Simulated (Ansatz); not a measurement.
Cu, response to strain

Take Cu in the fcc (Cu type) structure (space group Fm-3m, No. 225; a = 3.577 Å; relaxed with 0.1 eV smearing) as the base. Axes: x, y, z lie along the cube axes.

Strains are applied to the cell and any free atomic positions relax; under biaxial strain the out-of-plane vector relaxes too.

Calculations: DFT with r2SCAN, PAW potentials and a 500 eV plane-wave cutoff in Ansatz (an electronic-structure program), without spin-orbit coupling.

Notes on the quantities. energy relative to the base: free energy F; pressure: mean of the normal stresses, compression positive.

```json
[
 {"change": "base", "energy relative to the base": "0 meV/atom", "pressure": "0.0 GPa", "ratio −ε⊥/ε∥": "–"},
 {"change": "biaxial strain +0.50 %, plane normal [001], relaxed out of plane", "energy relative to the base": "+0.2 meV/atom", "pressure": "-0.5 GPa", "ratio −ε⊥/ε∥": "–"},
 {"change": "biaxial strain +1.00 %, plane normal [001], relaxed out of plane", "energy relative to the base": "+0.9 meV/atom", "pressure": "-0.8 GPa", "ratio −ε⊥/ε∥": "1.44"},
 {"change": "biaxial strain +1.50 %, plane normal [001], relaxed out of plane", "energy relative to the base": "+2.0 meV/atom", "pressure": "-1.2 GPa", "ratio −ε⊥/ε∥": "1.46"},
 {"change": "biaxial strain +2.00 %, plane normal [001], relaxed out of plane", "energy relative to the base": "+3.4 meV/atom", "pressure": "-1.5 GPa", "ratio −ε⊥/ε∥": "1.47"},
 {"change": "biaxial strain +2.50 %, plane normal [001], relaxed out of plane", "energy relative to the base": "+5.1 meV/atom", "pressure": "-1.7 GPa", "ratio −ε⊥/ε∥": "1.48"},
 {"change": "biaxial strain +3.00 %, plane normal [001], relaxed out of plane", "energy relative to the base": "+7.1 meV/atom", "pressure": "-1.9 GPa", "ratio −ε⊥/ε∥": "1.50"}
]
```

Whether these cells are dynamically stable was not tested. The final runs are not spin-polarised.
